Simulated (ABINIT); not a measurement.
Input and output of a self-consistent single point for GaCuSeS (I2_12_12_1, 8 atoms in the cell) (ABINIT).

Method of the run: PBEsol+U, PAW (JTH v2.0 PBE PAW, files made for PBE) (plane waves; ABINIT).

```
GaCuSeS
1.0
   -2.73550     2.73909     5.43389
    2.73550    -2.73909     5.43389
    2.73550     2.73909    -5.43389
Ga Cu Se S
2 2 2 2
Direct
  0.13037   0.88037   0.25000
  0.36963   0.61963   0.75000
  0.63620   0.38620   0.25000
  0.86380   0.11380   0.75000
  0.25000   0.49201   0.24201
  0.75000   0.00799   0.25799
  0.49942   0.25000   0.74942
  0.00058   0.75000   0.75058
```

Reference input (self-consistent single point, DFT, PBEsol, plane waves, PAW (JTH v2.0 PBE PAW, files made for PBE)): pseudos = [Ga.GGA_PBE-JTH.xml, Cu.GGA_PBE-JTH.xml, Se.GGA_PBE-JTH.xml, S.GGA_PBE-JTH.xml]; ecut = 60 Ry; pawecutdg = 120 Ry; pawxcdev = 0; ixc = -116133; occopt = 3; tsmear = 0.00073499 Ha; ngkpt = 3 3 3; nshiftk = 1; shiftk = 0 0 0; potentials = JTH v2.0 PBE PAW; nband = 55. This run's input differs from it in these lines:

```diff
@@ -25,2 +25,6 @@
 ixc -116133
+usepawu 1
+lpawu -1 2 -1 -1
+upawu 0 5 0 0 eV
+jpawu 0 0 0 0 eV
 occopt 3
```

Output, abridged:

```
--- !BeginCycle
solver: {iscf: 17, nstep: 100, nline: 4, wfoptalg: 10, }
tolerances: {toldfe: 1.00E-09, }
...

     iter   Etot(hartree)      deltaE(h)  residm     nres2
 ETOT  1  -590.07798259987    -5.901E+02 2.248E+00 2.384E+01
 ETOT  2  -593.60696925487    -3.529E+00 6.888E-02 1.481E+01
 ETOT  3  -593.58639013771     2.058E-02 5.919E-02 4.439E+00
 ETOT  4  -593.58395971565     2.430E-03 6.063E-03 3.305E+00
 ETOT  5  -593.58259426131     1.365E-03 4.185E-03 4.811E-01
   [... 5 lines left out ...]
 ETOT 11  -593.58317830048    -4.840E-08 9.520E-04 1.890E-05
 ETOT 12  -593.58317832044    -1.996E-08 5.234E-04 3.546E-06
 ETOT 13  -593.58317831974     7.013E-10 4.120E-04 7.765E-07
 ETOT 14  -593.58317831922     5.169E-10 2.007E-04 3.842E-08
 At SCF step   14, etot is converged :
  for the second time, diff in etot=  5.169E-10 < toldfe=  1.000E-09

 Cartesian components of stress tensor (hartree/bohr^3)
  sigma(1 1)=  4.74716117E-05  sigma(3 2)=  0.00000000E+00
  sigma(2 2)=  4.50589998E-05  sigma(3 1)=  0.00000000E+00
  sigma(3 3)=  5.02471707E-05  sigma(2 1)=  0.00000000E+00

 ----iterations are completed or convergence reached----

 reduced coordinates (array xred) for    8 atoms
       0.130370000000      0.880370000000      0.250000000000
       0.369630000000      0.619630000000      0.750000000000
       0.636200000000      0.386200000000      0.250000000000
       0.863800000000      0.113800000000      0.750000000000
       0.250000000000      0.492010000000      0.242010000000
       0.750000000000      0.007990000000      0.257990000000
   [... lines left out ...]
 Fermi (or HOMO) energy (hartree) =   0.13254   Average Vxc (hartree)=  -0.35812
   [... lines left out ...]
'-kT*entropy'       : -5.26319631528225E-11
total_energy        : -5.93583158118610E+02
total_energy_eV     : -1.61522191683966E+04
...

-Cartesian components of stress tensor (GPa)         [Pressure= -1.4002E+00 GPa]
- sigma(1 1)=  1.39666280E+00  sigma(3 2)=  0.00000000E+00
- sigma(2 2)=  1.32568132E+00  sigma(3 1)=  0.00000000E+00
- sigma(3 3)=  1.47832255E+00  sigma(2 1)=  0.00000000E+00

 Calculation completed.
```

The run converged in 14 iterations. Against the reference run the pressure goes from -1.92 to -1.40 GPa, the largest force goes from 0.106 to 0.142 eV/Å and the gap on the mesh goes from 0.352 to 0.700 eV.

The starting cell comes from a database of computed structures (which also holds hypothetical and non-ambient phases and stackings), without a prior relaxation at this level. Spin polarisation is off. The U value is a test value, and with U on an open shell several self-consistent states can exist. The potentials were made for another functional than the one used.

Cost on one core of a shared machine: roughly 3 min.
